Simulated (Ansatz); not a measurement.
For Y2Si (model structure, started from the Ca2N type, R-3m, No. 166, 3 atoms in the cell), PBE (Ansatz, a program for electronic structure, PAW) gives:

```
Item                       Value
------------------  ------------
lattice constant a       4.100 Å
c axis length           18.402 Å
bulk modulus B0         39.8 GPa
cohesive energy     4.67 eV/atom
```

What does r²SCAN (Ansatz, plane waves, PAW) give for the same quantities?


- lattice constant a: 4.122 Å (rises by 0.5 %)
- lattice parameter c: 18.476 Å (rises by 0.4 %)
- bulk modulus: 39.8 GPa (is nearly the same)
- cohesive energy: 4.71 eV/atom (grows by 0.04 eV/atom)

Changes are worked out from the printed values.

Unless a cell is named, each level is at its own relaxed cell (PBE 29.77, r²SCAN 30.20 Å³/atom).

The crystal itself was run without spin with PBE, r²SCAN; a magnetic state was not tried in these runs.

Caveats: the bulk modulus is −V dP/dV from two relaxed cells at ±2 % in volume (PBE, r²SCAN). Ansatz's density-functional and Hartree–Fock values are scalar-relativistic unless marked +SOC, with PAW data made under PBE.

A model structure was made by putting elements into a prototype or built by hand; it is no filed structure, need not be a known phase, and can be a saddle point held by its symmetry.
